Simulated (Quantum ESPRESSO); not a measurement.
Density of states of LiMg6Mo (Cmmm, 8 atoms in the cell).

```
LiMg6Mo
1.0
    4.38030    -4.39399     0.00000
    4.38030     4.39399     0.00000
    0.00000     0.00000     4.42337
Li Mg Mo
1 6 1
Direct
  0.00000   0.00000   0.00000
  0.00000   0.50000   0.00000
  0.50000   0.00000   0.00000
  0.26159   0.26159   0.50000
  0.73841   0.73841   0.50000
  0.26299   0.73701   0.50000
  0.73701   0.26299   0.50000
  0.50000   0.50000   0.00000
```

Method: LDA (PZ), GBRV 1.5 ultrasoft (LDA) pseudopotentials (plane waves; Quantum ESPRESSO).

SCF settings: ecutwfc = 40 Ry; ecutrho = 320 Ry; occupations = smearing; smearing = marzari-vanderbilt; degauss = 0.0147 Ry; potentials = {Li: li_lda_v1.4.uspp.F.UPF, Mg: mg_lda_v1.4.uspp.F.UPF, Mo: mo_lda_v1.uspp.F.UPF}; K_POINTS = automatic 3 3 4 0 0 0; conv_thr = 1e-11 Ry; mixing_beta = 0.7. Keys of the DOS step: nscf.calculation = nscf; nscf.occupations = tetrahedra_opt; nscf.nbnd = 49; nscf.startingwfc = random; nscf.diago_thr_init = 1e-06; nscf.diagonalization = cg; nscf.K_POINTS = automatic 6 6 8 0 0 0; dos.x.fildos = dos.dat; dos.x.Emin = -15 eV; dos.x.Emax = 30 eV; dos.x.DeltaE = 0.05 eV; dos.x.ngauss = -99; dos.x.degauss = 0.01 Ry.

The starting cell comes from a database of computed structures (which also holds hypothetical and non-ambient phases and stackings), without a prior relaxation at this level. Its lattice was rescaled by a random factor within 2.5 % of one. Spin polarisation is off.

Total DOS (both spins), as means of the tabulated values in each energy bin; the zero is the program's Fermi level or highest filled level, and the curve is cut to this window:

| E (eV) | states/eV/cell |
|---|---|
| -7.80 | 0.00 |
| -7.40 | 0.00 |
| -7.00 | 0.01 |
| -6.60 | 0.16 |
| -6.20 | 0.67 |
| -5.80 | 1.02 |
| -5.40 | 1.21 |
| -5.00 | 1.52 |
| -4.60 | 1.84 |
| -4.20 | 1.83 |
| -3.80 | 2.07 |
| -3.40 | 2.25 |
| -3.00 | 2.48 |
| -2.60 | 3.30 |
| -2.20 | 3.69 |
| -1.80 | 3.54 |
| -1.40 | 4.89 |
| -1.00 | 6.13 |
| -0.60 | 6.58 |
| -0.20 | 4.60 |
| 0.20 | 4.36 |
| 0.60 | 4.78 |
| 1.00 | 4.66 |
| 1.40 | 3.48 |
| 1.80 | 3.11 |
| 2.20 | 3.85 |
| 2.60 | 4.52 |

Around zero the curve holds about 4.2 states/eV/cell.
